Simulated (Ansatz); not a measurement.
**TiB2: uniaxial strain ε_zz = −3.00 %**

Consider TiB₂ (space group P6/mmm, No. 191; a = 3.0174 Å, c = 3.1851 Å). Axes: x lies along a and z along c of the hexagonal cell.

Now apply this change: the cell is compressed by 3.00 % along z with no lateral relaxation; the atoms relax in the strained cell.

All numbers come from Ansatz (an electronic-structure program), PBEsol, PAW, cutoff 420 eV, spin-orbit coupling left out. Γ-centred 13×13×10 mesh, Fermi–Dirac width 0.05 eV.

| quantity | base | changed | shift |
|---|---|---|---|
| volume per atom | 8.37 Å³ | 8.12 Å³ | -0.25 Å³ |
| space group | P6/mmm (No. 191) | P6/mmm (No. 191) | – |
| shortest interatomic distance | 1.742 Å | 1.742 Å | 0.000 Å |
| energy relative to the base (free energy F) | 0 meV/atom | +12 meV/atom | +12 meV/atom |
| pressure (mean of the normal stresses, compression positive) | 0.0 GPa | 7.6 GPa | +7.6 GPa |
| band gap | zero | zero | – |
| stress (xx, yy, zz, yz, xz, xy; compression positive) (rough) | – | (3.8, 3.8, 15.3, 0.0, 0.0, 0.0) GPa | – |

Final structure:

```yaml
crystal:
  lattice:
    - [3.01738, 0.00000, 0.00000]
    - [-1.50869, 2.61313, 0.00000]
    - [0.00000, 0.00000, 3.08952]
  atoms:
    - { symbol: Ti, position: [0.00000, 0.00000, 0.00000] }
    - { symbol: B, position: [0.66667, 0.33333, 0.50000] }
    - { symbol: B, position: [0.33333, 0.66667, 0.50000] }
```

Cost of the whole job for the changed cell (relaxation, final SCF and bands): very roughly 7 core-seconds.

The mesh was chosen for an insulator and is coarse for the gapless case. Without a gap, meshes like the base's 13×13×10 leave anisotropic stresses uncertain by several tenths of a GPa, and small strain energies with them. No phonon test of stability was made. All final runs are without spin polarisation.
